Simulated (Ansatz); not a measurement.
## Effect of uniaxial strain ε_xx = −3.72 % on Au

Take Au in the fcc (Cu type) structure (space group Fm-3m, No. 225; a = 4.083 Å) as the base. Axes: x, y, z lie along the cube axes.

Perturbation: the cell is compressed by 3.72 % along x with no lateral relaxation; the atoms relax in the strained cell.

All numbers come from Ansatz (a quantum-chemistry and plane-wave program) PBEsol, without spin-orbit coupling. Γ-centred 20×20×20 mesh, Fermi–Dirac width 0.05 eV.

The volume per atom drops by 0.63 Å³, from 17.02 Å³ to 16.39 Å³ and the space group goes from Fm-3m (No. 225) to I4/mmm (No. 139). The shortest interatomic distance shrinks by 0.053 Å to 2.834 Å and the energy increases by 16 meV/atom. The band gap remains zero and the stress (xx, yy, zz, yz, xz, xy; compression positive) comes out as (8.2, 7.0, 7.0, 0.0, 0.0, 0.0) GPa (rough).

Final structure:

```xyz
1
Lattice="0.0000 2.0417 2.0417 1.9658 0.0000 2.0417 1.9658 2.0417 0.0000" Properties=species:S:1:pos:R:3 pbc="T T T"
Au     0.0000     0.0000     0.0000
```

Without a gap, meshes like the base's 20×20×20 leave anisotropic stresses uncertain by several tenths of a GPa, and small strain energies with them. Stability against distortions was not tested.
